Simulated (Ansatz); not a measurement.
Sr3AsN (Pm-3m, No. 221; start mp-1013555), treated with G0W0@PBEsol in Ansatz (plane waves, hard PAW, contour deformation).

The cell is the one relaxed with PBEsol. Conventional cell: a = 5.0418 Å, b = 5.0418 Å, c = 5.0418 Å, α = 90.00°, β = 90.00°, γ = 90.00°.

The quasiparticle gap at Γ at a fixed k mesh 2×2×2:

```json
[
 {"response cutoff": "140 eV, 886 empty bands", "value (eV)": "0.710"},
 {"response cutoff": "175 eV, 1238 empty bands", "value (eV)": "0.771"},
 {"response cutoff": "210 eV, 1627 empty bands", "value (eV)": "0.811"},
 {"response cutoff": "280 eV, 2505 empty bands", "value (eV)": "0.860"}
]
```

Q: Taking the value to converge with the response cutoff E as E^(−3/2), extrapolate from the last two rows.

A: With y = y∞ + c/w and weights w = 3043 and 4685 for the last two rows, y∞ = (w2 y2 − w1 y1)/(w2 − w1) = (4685 × 0.860 − 3043 × 0.811)/1642 = 0.951 eV, which lies 0.091 beyond the last row. Successive pairs of rows give 0.925, 0.938, 0.951. The limit also hangs on the law assumed, so its last digits aren't firm.

The other settings are not extrapolated, so this is the limit in one setting alone.

Spin–orbit coupling is not included.

A start named mp-… is a Materials Project structure, which can be a computed phase never made.

Ansatz is an electronic-structure program.
